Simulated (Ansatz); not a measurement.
## What tensor shear ε_xy = +0.29 % does to Al

Start from Al in the fcc (Cu type) structure (space group Fm-3m, No. 225; a = 4.015 Å; relaxed with 0.1 eV smearing). Axes: x, y, z lie along the cube axes.

Now apply this change: a pure shear with ε_xy = ε_yx = 0.0029, atoms relaxed at fixed cell.

All numbers come from PBEsol in Ansatz (plane waves to 420 eV, PAW, without spin-orbit coupling). k-mesh 28×28×28 (Γ-centred); smearing 0.1 eV (Fermi–Dirac).

```tsv
quantity	base	changed	shift
volume per atom	16.19 Å³	16.19 Å³	0.00 Å³
space group	Fm-3m (No. 225)	Immm (No. 71)	–
shortest interatomic distance	2.839 Å	2.831 Å	-0.008 Å
energy relative to the base (free energy F)	0 meV/atom	+0.1 meV/atom	+0.1 meV/atom
pressure (mean of the normal stresses, compression positive)	0.0 GPa	0.0 GPa	0.0 GPa
band gap	zero	zero	–
stress (xx, yy, zz, yz, xz, xy; compression positive)	–	(0.0, 0.0, 0.0, 0.0, 0.0, -0.2) GPa	–
```

Final structure:

```yaml
crystal:
  lattice:
    - [0.00582, 2.00773, 2.00773]
    - [2.00773, 0.00582, 2.00773]
    - [2.01355, 2.01355, 0.00000]
  atoms:
    - { symbol: Al, position: [0.00000, 0.00000, 0.00000] }
```

The cells carry an imposed strain or load. Stability against distortions was not tested.

Ansatz is an electronic-structure program.
